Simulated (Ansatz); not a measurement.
Base system: GaAs in the zinc blende structure (space group F-43m, No. 216; a = 5.7461 Å).

Levels (all Ansatz, an electronic-structure program, PAW, earlier PAW set): PBE (420 eV, no spin-orbit coupling); r2SCAN (500 eV, without spin-orbit coupling).

The geometry is relaxed with PBE.

| Property | Result |
|---|---|
| PBE pressure | 0.00 GPa |
| PBE lowest conduction level above the VBM at special points | Γ 0.16 eV; L 0.87 eV; X 1.56 eV; U 1.99 eV |

Predict the hole mass, pressure and lowest conduction level above the VBM at special points from r2SCAN.

The hole mass (degenerate bands, along [100]) comes out as 0.035, 0.36, 0.36 mₑ (at Γ); the pressure goes from zero to -2.78 GPa; the lowest conduction level above the VBM at special points becomes Γ 0.63 eV; L 1.23 eV; X 1.85 eV; U 2.30 eV (PBE: Γ 0.16 eV; L 0.87 eV; X 1.56 eV; U 1.99 eV).

Single points use the geometry relaxed with PBE. Their cutoffs differ, which shifts pressures a little. The levels and masses belong to the bands next to the band gap. Masses are band curvatures over ±0.01 Å⁻¹ around the edge. Stability against distortions was not tested.
